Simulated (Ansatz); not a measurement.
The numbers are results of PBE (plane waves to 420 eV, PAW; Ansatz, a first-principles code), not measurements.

Electrostatic potential energy of an electron, averaged over planes parallel to the surface, in eV from the Fermi level, for a constructed model of the (110) surface of bcc Mo, a cell of two sites (a+b, b-a) surface alloy, Zn on one Mo site of the top plane (bottom of the slab: a bare face, its two planes held):

| z (Å) | V (eV) |
|---|---|
| 3.72 | 4.65 |
| 4.01 | 4.65 |
| 4.30 | 4.65 |
| 4.58 | 4.64 |
| 4.87 | 4.63 |
| 5.16 | 4.61 |
| 5.44 | 4.56 |
| 5.73 | 4.47 |
| 6.02 | 4.30 |
| 6.30 | 3.96 |
| 6.59 | 3.29 |
| 6.88 | 2.00 |
| 7.16 | -0.53 |
| 7.45 | -6.23 |
| 7.73 | -14.86 |
| 8.02 | -21.69 |
| 8.31 | -22.76 |
| 8.59 | -17.50 |
| 8.88 | -8.99 |
| 9.17 | -2.89 |
| 9.45 | -2.58 |
| 9.74 | -8.15 |
| 10.03 | -16.83 |
| 10.31 | -22.84 |
| 10.60 | -22.59 |
| 10.89 | -16.24 |
| 11.17 | -7.63 |
| 11.46 | -2.52 |
| 11.74 | -3.30 |
| 12.03 | -9.79 |
| 12.32 | -18.30 |
| 12.60 | -23.20 |
| 12.89 | -21.61 |
| 13.18 | -14.42 |
| 13.46 | -6.07 |
| 13.75 | -2.11 |
| 14.04 | -4.05 |
| 14.32 | -11.39 |
| 14.61 | -19.59 |
| 14.90 | -23.37 |
| 15.18 | -20.53 |
| 15.47 | -12.70 |
| 15.76 | -4.84 |
| 16.04 | -2.05 |
| 16.33 | -5.19 |
| 16.61 | -13.10 |
| 16.90 | -20.68 |
| 17.19 | -23.16 |
| 17.47 | -19.12 |
| 17.76 | -10.99 |
| 18.05 | -4.09 |
| 18.33 | -2.81 |
| 18.62 | -7.08 |
| 18.91 | -13.33 |
| 19.19 | -16.92 |
| 19.48 | -15.58 |
| 19.77 | -10.09 |
| 20.05 | -3.65 |
| 20.34 | 0.74 |
| 20.62 | 2.55 |
| 20.91 | 3.45 |
| 21.20 | 3.90 |
| 21.48 | 4.12 |
| 21.77 | 4.23 |
| 22.06 | 4.29 |
| 22.34 | 4.32 |
| 22.63 | 4.33 |
| 22.92 | 4.34 |
| 23.20 | 4.34 |
| 23.49 | 4.34 |
| 23.78 | 4.34 |

Set-up: 12 atoms, 11.1 Å thick at the start with caps and adatoms (thin: gaps and levels are the slab's own); mesh 12x9x1; 0.1 eV smearing; dipole correction on; 4 atoms held, the rest relaxed; start symmetry kept, larger cells not searched; no spin, no spin-orbit, no U. It is one candidate, not shown to be the stable structure of the face.

The surface cell has an area of 14.13 Å². What dipole along the normal does the step between the two vacuum levels imply?

the top vacuum level lies 0.31 eV below the bottom one; p = −ε₀ A ΔV (ε₀ = 0.005526 e/(V·Å)) gives 0.02 e·Å a cell.
